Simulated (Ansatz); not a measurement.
## CsSnI3, pressure series

The reference is CsSnI₃ in the cubic perovskite structure (space group Pm-3m, No. 221; a = 6.2713 Å).

Cell and atoms are relaxed at each pressure.

Method: PBE, PAW, 420 eV (Ansatz, a first-principles code; scalar-relativistic without spin-orbit coupling).

Base values:

```
Property   Result
--------  -------
Band gap  0.45 eV
```

Question: The aim is a band gap between 0.28 eV and 0.31 eV. Which of these changes reaches it?
A) pressure −2 GPa
B) pressure 0.3 GPa
C) pressure 0.7 GPa

Answer: C, pressure 0.7 GPa. It gives 0.30 eV; pressure 0.3 GPa gives 0.40 eV; pressure −2 GPa gives 1.15 eV. Changes not listed may reach it too

Spin-orbit coupling, missing from the scalar runs, can matter with I. Load acts through the strain it causes; cell and atoms are relaxed under it. Whether these cells are dynamically stable was not tested. Many cubic perovskites are stable only at high temperature; tilts and polar distortions were not tested. The zero or small gap of CsSnI3 under pressure 0.7 GPa can change with the level of theory.
